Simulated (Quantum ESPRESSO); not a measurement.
A self-consistent single point of FeCo (Pm-3m, 2 atoms in the cell) with Quantum ESPRESSO.

Method of the run: PBE, PSlibrary PAW (PBE) pseudopotentials (plane waves; Quantum ESPRESSO).

The change in words: lattice scaled by 0.98. Reference geometry:
```
CELL_PARAMETERS angstrom
      2.78679     0.00000     0.00000
      0.00000     2.78679     0.00000
      0.00000     0.00000     2.78679
ATOMIC_POSITIONS crystal
  Fe 0.00000 0.00000 0.00000
  Co 0.50000 0.50000 0.50000
```
Moments meant for the start (each program seeds them in its own way; μB, in the order of the atoms Fe Co): 4.0 3.0.

Reference input (self-consistent single point, DFT, PBE, plane waves, PSlibrary PAW (PBE) pseudopotentials): ecutwfc = 55 Ry; ecutrho = 330 Ry; occupations = smearing; smearing = gauss; degauss = 0.0036749 Ry; nspin = 2; potentials = {Fe: Fe.pbe-n-kjpaw_psl.1.0.0.UPF, Co: Co.pbe-n-kjpaw_psl.1.0.0.UPF}; K_POINTS = automatic 16 16 16 0 0 0; conv_thr = 1e-11 Ry; mixing_beta = 0.5. This run's input differs from it in these lines:

```diff
@@ -34,5 +34,5 @@
 CELL_PARAMETERS angstrom
-   2.78679200     0.00000000     0.00000000
-   0.00000000     2.78679200     0.00000000
-   0.00000000     0.00000000     2.78679200
+   2.73105600     0.00000000     0.00000000
+   0.00000000     2.73105600     0.00000000
+   0.00000000     0.00000000     2.73105600
```

The program printed (abridged):

```
     Self-consistent Calculation

     iteration #  1     ecut=    55.00 Ry     beta= 0.50

     total energy              =    -303.15172966 Ry
     estimated scf accuracy    <       0.99279180 Ry

     total magnetization       =     4.52 Bohr mag/cell
     absolute magnetization    =     4.52 Bohr mag/cell

     iteration #  2     ecut=    55.00 Ry     beta= 0.50

     total energy              =    -302.71915247 Ry
     estimated scf accuracy    <      22.81389261 Ry

     total magnetization       =     1.46 Bohr mag/cell
     absolute magnetization    =     1.46 Bohr mag/cell

     iteration #  3     ecut=    55.00 Ry     beta= 0.50

   [... lines left out ...]
     absolute magnetization    =     4.40 Bohr mag/cell

   [... 11 blocks of this kind left out ...]

     iteration # 15     ecut=    55.00 Ry     beta= 0.50

     total energy              =    -303.81433286 Ry
     estimated scf accuracy    <          1.2E-10 Ry

     total magnetization       =     4.35 Bohr mag/cell
     absolute magnetization    =     4.55 Bohr mag/cell

     iteration # 16     ecut=    55.00 Ry     beta= 0.50

     Magnetic moment per site  (integrated on atomic sphere of radius R)
     atom   1 (R=0.357)  charge=  6.3093  magn=  2.6265
     atom   2 (R=0.357)  charge=  7.4516  magn=  1.7900
     End of self-consistent calculation

     Number of k-points >= 100: set verbosity='high' to print the bands.

     the Fermi energy is    15.6843 ev

!    total energy              =    -303.81433286 Ry
     estimated scf accuracy    <          1.5E-12 Ry
     smearing contrib. (-TS)   =      -0.00013392 Ry
     internal energy E=F+TS    =    -303.81419894 Ry

     total magnetization       =     4.35 Bohr mag/cell
     absolute magnetization    =     4.55 Bohr mag/cell

     convergence has been achieved in  16 iterations

     Forces acting on atoms (cartesian axes, Ry/au):

     atom    1 type  1   force =     0.00000000    0.00000000    0.00000000
     atom    2 type  2   force =     0.00000000    0.00000000    0.00000000

     Total force =     0.000000     Total SCF correction =     0.000000

          total   stress  (Ry/bohr**3)                   (kbar)     P=      316.41
   0.00215092   0.00000000   0.00000000          316.41        0.00        0.00
   0.00000000   0.00215092   0.00000000            0.00      316.41        0.00
   0.00000000   0.00000000   0.00215092            0.00        0.00      316.41

   JOB DONE.
```

The run converged in 16 iterations. Against the reference run the free energy goes up by 89.4 meV/atom, the pressure goes from 13.55 to 31.64 GPa and the size of the net moment goes from 2.21 to 2.17 μB/atom.

The starting cell comes from a database of computed structures (which also holds hypothetical and non-ambient phases and stackings), without a prior relaxation at this level. Its lattice was rescaled by a random factor within 2.5 % of one. For this run, on top of that: lattice scaled by 0.98. The magnetic order is the one reached from the typed start; others were not searched systematically. With a pressure of about 32 GPa the cell is away from its equilibrium volume at this level.

Cost on one core of a shared machine: roughly 80 s.
